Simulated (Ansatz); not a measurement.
SiC (P6_3mc) under hydrostatic pressure: hole conductivity mass by PBEsol with spin-orbit coupling, rigid bands (plane waves, PAW; Ansatz, a quantum-chemistry and plane-wave program). The unloaded cell, whose axes the loads refer to:

```
CELL_PARAMETERS angstrom
      3.07595     0.00000     0.00000
     -1.53798     2.66385     0.00000
      0.00000     0.00000     5.04771
ATOMIC_POSITIONS crystal
  Si 0.33333 0.66667 0.49959
  Si 0.66667 0.33333 0.99959
  C  0.33333 0.66667 0.87541
  C  0.66667 0.33333 0.37541
```

```tsv
hydrostatic pressure (GPa)	volume per atom (Å³)	hole conductivity mass (mₑ)
-2	10.44	1.27
0	10.34	?
2	10.25	1.29
5	10.12	1.30
10	9.92	1.33
```

Q: Fit a straight line to ln(hole conductivity mass) against the load over the rows given, and predict the row at 0 GPa.

A: The means are x̄ = 3.750 GPa and ȳ = 0.2603; Σ(x − x̄)(y − ȳ) = 0.2904 and Σ(x − x̄)² = 76.75, so the slope is 0.378 % per GPa, and the rows given lie within 0.27 % of the line. At 0 GPa the line gives 1.28 mₑ; the calculation gives 1.28 mₑ, 0.075 % from it.

Masses are for dilute carriers at 300 K, harmonic means over directions unless an axis is named. Stresses and pressures are the targets of the relaxation. The structure type is held at every load. Geometry: cell and atoms relaxed with PBEsol.
